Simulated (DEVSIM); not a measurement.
## abrupt Si p-n junction

System: abrupt Si p-n junction, at 300 K.

```
layer (left to right)  material  thickness (μm)  Nd (cm⁻³)  Na (cm⁻³)  τn (s)  τp (s)
---------------------  --------  --------------  ---------  ---------  ------  ------
1                            Si            4.40          -     6.4e15  1.9e-6  1.9e-6
2                            Si            28.0     6.3e17          -  1.9e-6  1.9e-6
```

Left contact: ohmic. Right contact: ohmic. Voltage is applied to the left contact. Recombination: SRH at mid-gap, Auger. Mobility is μmin + (μ − μmin)/(1 + (N/Nref)^α).

Constants are typed, rounded textbook-type inputs, not results; the design itself was drawn at random and stands for no fabricated device. Values at 300 K.

| parameter | Si |
|---|---|
| gap (eV) | 1.124 |
| affinity (eV) | 4.05 |
| permittivity | 11.7 |
| Nc (cm⁻³) | 2.86e19 |
| Nv (cm⁻³) | 3.1e19 |
| μn (cm²/Vs) | 1417 |
| μp (cm²/Vs) | 470 |
| μn,min | 52 |
| μp,min | 45 |
| Nref,n | 9.7e16 |
| Nref,p | 2.2e17 |
| αn | 0.68 |
| αp | 0.72 |
| Cn (cm⁶/s) | 2.8e-31 |
| Cp (cm⁶/s) | 9.9e-32 |

Model (solved in DEVSIM): 1D drift-diffusion, Boltzmann statistics, complete ionisation; no tunnelling, impact ionisation, image-force lowering or self-heating.

```yaml
potential_step_across_the_device_at_zero_bias: 0.806 V
largest_field_in_the_device_at_zero_bias: 53000 V/cm
Dark forward voltage at 1 A/cm²: 0.575 V
Dark forward voltage at 100 A/cm²: 0.716 V
```

Dark reverse current:

| V (V) | J (A/cm²) |
|---|---|
| -0.04 | -1.3e-9 |
| -0.10 | -2.5e-9 |
| -0.20 | -4.0e-9 |
| -0.30 | -5.4e-9 |
| -0.40 | -6.6e-9 |
| -0.60 | -8.8e-9 |
| -0.80 | -1.1e-8 |
| -1.00 | -1.3e-8 |
| -1.30 | -1.5e-8 |
| -1.60 | -1.8e-8 |
| -2.00 | -2.0e-8 |

Dark forward current:

```
V (V)  J (A/cm²)
-----  ---------
0.05      4.2e-9
0.10      2.1e-8
0.20      6.1e-7
0.25      3.8e-6
0.35     0.00017
0.40      0.0012
0.50       0.056
0.55        0.38
0.65          16
0.70          71
0.80         460
0.85         800
0.95        1700
1.00        2200
```
